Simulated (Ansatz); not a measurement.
The reference is ZnSe in the zinc blende structure (space group F-43m, No. 216; a = 5.7330 Å).

Levels (all Ansatz, a first-principles code, PAW): PBE (420 eV, no SOC); r2SCAN (500 eV, without spin-orbit coupling); HSE06 (420 eV, no spin-orbit coupling); PBE+SOC (420 eV, spin-orbit coupling included).

At the geometry relaxed with PBE, these levels gave the following band gaps, in shuffled order: (a) 2.26 eV, (b) 1.15 eV, (c) 1.03 eV, (d) 1.72 eV.

Question: Match each gap to its level.

Answer: (a) HSE06; (b) PBE; (c) PBE+SOC; (d) r2SCAN.

Single points use the geometry relaxed with PBE. The spin-orbit shifts are approximate. No phonon test of stability was made.
